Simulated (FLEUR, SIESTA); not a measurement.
A FLEUR input for a self-consistent single point of BaAlGeH (P3m1, 4 atoms in the cell) (DFT, LDA (Perdew-Zunger), all-electron FLAPW (FLEUR), scalar-relativistic valence):

Input of the input generator:

```
BaAlGeH FLAPW
&input film=f /
8.1498423335 0.0000005446 0.0000000000
-4.0749216384 7.0579702253 0.0000000000
0.0000000000 0.0000000000 9.7635685996
1.0
1.0 1.0 1.0

4
56 0.3333333333 0.6666666667 0.0990200000
13 -0.0000000000 0.0000000000 0.6413500000
32 0.6666666667 0.3333333333 0.5527400000
1 -0.0000000000 0.0000000000 0.9728900000

&comp jspins=1 /
&exco xctyp='pz' /
&kpt div1=5 div2=5 div3=3 /
&end /
```

```xml
<?xml version="1.0" encoding="UTF-8" standalone="no"?>
<fleurInput fleurInputVersion="0.39">
   <comment>
      BaAlGeH FLAPW                                                                                       
   </comment>
   <calculationSetup>
      <cutoffs Kmax="4.8" Gmax="19.2" GmaxXC="19.2" numbands="0"/>
      <scfLoop itmax="80" minDistance="0.00001" maxIterBroyd="40" imix="Anderson" alpha="0.05" precondParam="0.0" spinf="2.0"/>
      <coreElectrons ctail="T" frcor="F" kcrel="0" coretail_lmax="0"/>
      <xcFunctional name="pz" relativisticCorrections="F"/>
      <magnetism jspins="1"/>
      <soc l_soc="F" theta="0.0" phi="0.0" spav="F"/>
      <expertModes spex="0" secvar="F"/>
      <geometryOptimization l_f="T" forcealpha="1.0" forcemix="BFGS" epsdisp="0.00001" epsforce="0.00001"/>
      <ldaU l_linMix="F" mixParam="0.05" spinf="1.0"/>
   </calculationSetup>
   <cell>
      <bzIntegration valenceElectrons="28.0" mode="hist" fermiSmearingEnergy="0.00036749">
         <kPointListSelection listName="default-1"/>
         <!-- k-points included here -->
         <xi:include xmlns:xi="http://www.w3.org/2001/XInclude" href="kpts.xml"> </xi:include>
      </bzIntegration>
      <!-- symmetry operations included here -->
      <xi:include xmlns:xi="http://www.w3.org/2001/XInclude" href="sym.xml"> </xi:include>
      <bulkLattice scale="1.0">
         <bravaisMatrix>
            <row-1>    8.1498423335000005     0.0000005446000000     0.0000000000000000</row-1>
            <row-2>   -4.0749216384000002     7.0579702253000001     0.0000000000000000</row-2>
            <row-3>    0.0000000000000000     0.0000000000000000     9.7635685995999992</row-3>
         </bravaisMatrix>
      </bulkLattice>
   </cell>
   <atomSpecies>
      <species name="Barium (Ba)" element="Ba" atomicNumber="56">
         <mtSphere radius="2.63" gridPoints="925" logIncrement="0.014"/>
         <atomicCutoffs lmax="10" lnonsphr="8"/>
         <electronConfig flipSpins="F">
            <coreConfig>(1s1/2) (2s1/2) (2p1/2) (2p3/2) (3s1/2) (3p1/2) (3p3/2) (4s1/2) (3d3/2) (3d5/2) (4p1/2) (4p3/2) (4d3/2) (4d5/2)</coreConfig>
            <valenceConfig>(5s1/2) (5p1/2) (5p3/2) (6s1/2)</valenceConfig>
         </electronConfig>
         <energyParameters s="6" p="6" d="5" f="4"/>
         <lo type="SCLO" l="0" n="5" eDeriv="0"/>
         <lo type="SCLO" l="1" n="5" eDeriv="0"/>
      </species>
      <species name="Aluminum (Al)" element="Al" atomicNumber="13">
         <mtSphere radius="1.81" gridPoints="639" logIncrement="0.018"/>
         <atomicCutoffs lmax="8" lnonsphr="6"/>
         <electronConfig flipSpins="F">
            <coreConfig>(1s1/2) (2s1/2) (2p1/2) (2p3/2)</coreConfig>
            <valenceConfig>(3s1/2) (3p1/2) (3p3/2)</valenceConfig>
            <stateOccupation state="(3p1/2)" spinUp="0.1666666666667" spinDown="0.1666666666667"/>
            <stateOccupation state="(3p3/2)" spinUp="0.3333333333333" spinDown="0.3333333333333"/>
         </electronConfig>
         <energyParameters s="3" p="3" d="3" f="4"/>
      </species>
      <species name="Germanium (Ge)" element="Ge" atomicNumber="32">
         <mtSphere radius="2.63" gridPoints="925" logIncrement="0.014"/>
         <atomicCutoffs lmax="10" lnonsphr="8"/>
         <electronConfig flipSpins="F">
            <coreConfig>(1s1/2) (2s1/2) (2p1/2) (2p3/2) (3s1/2) (3p1/2) (3p3/2)</coreConfig>
            <valenceConfig>(4s1/2) (3d3/2) (3d5/2) (4p1/2) (4p3/2)</valenceConfig>
            <stateOccupation state="(4p1/2)" spinUp="0.3333333333333" spinDown="0.3333333333333"/>
            <stateOccupation state="(4p3/2)" spinUp="0.6666666666667" spinDown="0.6666666666667"/>
         </electronConfig>
         <energyParameters s="4" p="4" d="3" f="4"/>
         <lo type="HELO" l="2" n="4" eDeriv="0"/>
      </species>
      <species name="Hydrogen (H)" element="H" atomicNumber="1">
         <mtSphere radius="1.21" gridPoints="427" logIncrement="0.02"/>
         <atomicCutoffs lmax="6" lnonsphr="4"/>
         <electronConfig flipSpins="F">
            <coreConfig></coreConfig>
            <valenceConfig>(1s1/2)</valenceConfig>
            <stateOccupation state="(1s1/2)" spinUp="0.5" spinDown="0.5"/>
         </electronConfig>
         <energyParameters s="1" p="2" d="3" f="4"/>
      </species>
   </atomSpecies>
   <atomGroups>
      <atomGroup species="Barium (Ba)">
         <relPos label="                   1">1.000/3.000 -1.000/3.000 .0990200000</relPos>
         <force calculate="T" relaxXYZ="TTT"/>
      </atomGroup>
      <atomGroup species="Aluminum (Al)">
         <relPos label="                   2">.0000000000 .0000000000 -.3586500000</relPos>
         <force calculate="T" relaxXYZ="TTT"/>
      </atomGroup>
      <atomGroup species="Germanium (Ge)">
         <relPos label="                   3">-1.000/3.000 1.000/3.000 -.4472600000</relPos>
         <force calculate="T" relaxXYZ="TTT"/>
      </atomGroup>
      <atomGroup species="Hydrogen (H)">
         <relPos label="                   4">.0000000000 .0000000000 -.0271100000</relPos>
         <force calculate="T" relaxXYZ="TTT"/>
      </atomGroup>
   </atomGroups>
   <output dos="F" band="F" slice="F">
      <checks vchk="F" cdinf="F"/>
      <bandDOS minEnergy="-.5*Htr" maxEnergy="0.5*Htr" sigma="0.015" storeEVData="T"/>
      <vacuumDOS vacdos="F" integ="F" star="F" nstars="0" locx1="0.0" locy1="0.0" locx2="0.0" locy2="0.0" nstm="0" tworkf="0.0"/>
      <unfoldingBand unfoldBand="F" supercellX="1" supercellY="1" supercellZ="1"/>
      <plotting iplot="0" polar="F">
         <plot TwoD="T" vec1="  1.0  0.0  0.0" vec2="  0.0  1.0  0.0" vec3="  0.0  0.0  1.0" zero="  0.0  0.0  0.0" file="plot"/>
      </plotting>
      <chargeDensitySlicing numkpt="0" minEigenval="0.0" maxEigenval="0.0" nnne="0" pallst="F"/>
      <specialOutput eonly="F"/>
      <magneticCircularDichroism mcd="F" energyLo="-10.0" energyUp="0.0"/>
   </output>
  <!-- We include the file relax.xml here to enable relaxations (see documentation) -->
  <xi:include xmlns:xi="http://www.w3.org/2001/XInclude" href="relax.xml"> <xi:fallback/> </xi:include>
</fleurInput>
```

Translate this input to SIESTA.

One input that does it (others would too):

```
# files in the folder: Ba.psml Al.psml Ge.psml H.psml (PseudoDojo LDA standard)
SystemName  BaAlGeH
SystemLabel baalgeh

NumberOfAtoms                4
NumberOfSpecies              4
%block ChemicalSpeciesLabel
  1 56 Ba
  2 13 Al
  3 32 Ge
  4 1 H
%endblock ChemicalSpeciesLabel
LatticeConstant              1.0 Ang
%block LatticeVectors
     4.312711000    0.000000000    0.000000000
    -2.156356000    3.734917000    0.000000000
     0.000000000    0.000000000    5.166658000
%endblock LatticeVectors
AtomicCoordinatesFormat      Ang
%block AtomicCoordinatesAndAtomicSpecies
    -0.000002490    2.489945912    0.511602475  1
     0.000000000    0.000000000    3.313636108  2
     2.156357490    1.244971088    2.855818543  3
     0.000000000    0.000000000    5.026589902  4
%endblock AtomicCoordinatesAndAtomicSpecies

XC.functional                LDA
XC.authors                   PW92
PAO.BasisSize                DZP
PAO.EnergyShift              0.01 Ry
MeshCutoff                   400 Ry
%block kgrid.MonkhorstPack
    5   0   0  0.0
    0   5   0  0.0
    0   0   3  0.0
%endblock kgrid.MonkhorstPack
OccupationFunction           FD
ElectronicTemperature        0.01 eV

MaxSCFIterations             150
SCF.Mixer.Method             Pulay
SCF.Mixer.Weight             0.1
SCF.Mixer.History            6
SCF.DM.Tolerance             1.0E-05
Diag.ParallelOverK           true
WriteForces                  true
```

Basis, cutoffs, solver keys and any potentials are the target program's own. This input uses DFT, LDA PW92, numerical atomic orbitals DZP, PseudoDojo LDA standard norm-conserving potentials (rewritten from UPF to PSML). LDA parametrisations can differ slightly between programs.

The starting cell comes from a database of computed structures (which also holds hypothetical and non-ambient phases and stackings), without a prior relaxation at this level. Its lattice was rescaled by a random factor within 2.5 % of one. For this run, on top of that: lattice scaled by 0.98.
